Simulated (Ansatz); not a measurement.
Start from C in the diamond structure (space group Fd-3m, No. 227; a = 3.532 Å). Axes: x, y, z lie along the cube axes.

The values are results of Kohn–Sham DFT with the LDA functional, run in Ansatz (a first-principles code) with PAW and 420 eV plane waves, no spin-orbit coupling, not measurements.

For the base:

| Quantity | Value |
|---|---|
| Smallest direct gap | 5.62 eV |
| Valley order | a point along ⟨100⟩, about 1.3 Å⁻¹ from Γ 4.17 eV |

Now apply this change: biaxial strain −2.00 %, plane normal [001], relaxed out of plane (Cartesian); in-plane vectors clamped, the third vector and the atoms free.

### Question
What does the calculation give for the smallest direct gap and valley order after the change?

### Answer
The smallest direct gap shrinks by 0.14 eV to 5.48 eV; the valley order (the lowest conduction-band minima on the path, energy above the VBM, named in the base's zone) changes from a point along ⟨100⟩, about 1.3 Å⁻¹ from Γ 4.17 eV to a point along [100], about 1.3 Å⁻¹ from Γ 3.92 eV; a point along [001], about 1.3 Å⁻¹ from Γ 4.55 eV.

Gaps are read on the SCF mesh and a high-symmetry path. Whether these cells are dynamically stable was not tested.
